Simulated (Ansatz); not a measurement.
## How the equilibrium lattice constant a of Ni3GaC (model structure, started from the cubic perovskite type, Pm-3m, No. 221, 5 atoms in the cell) moves with the method

No measured value is used here.

```csv
level (code),value (Å)
LDA (Ansatz),3.697
PBE (Ansatz),3.784
PBEsol (Ansatz),3.733
r²SCAN (Ansatz),3.746
```

Spin-polarised start: LDA, PBE, PBEsol, r²SCAN. LDA, PBE, PBEsol, r²SCAN: the starting moments vanished in the run, and other orders were not tried. Cutoffs differ between the levels. Ansatz's density-functional and Hartree–Fock values are scalar-relativistic unless marked +SOC, with PAW data made under PBE.

A model structure was made by putting elements into a prototype or built by hand; it is no filed structure, need not be a known phase, and can be a saddle point held by its symmetry.

Ansatz is a quantum-chemistry and plane-wave program.
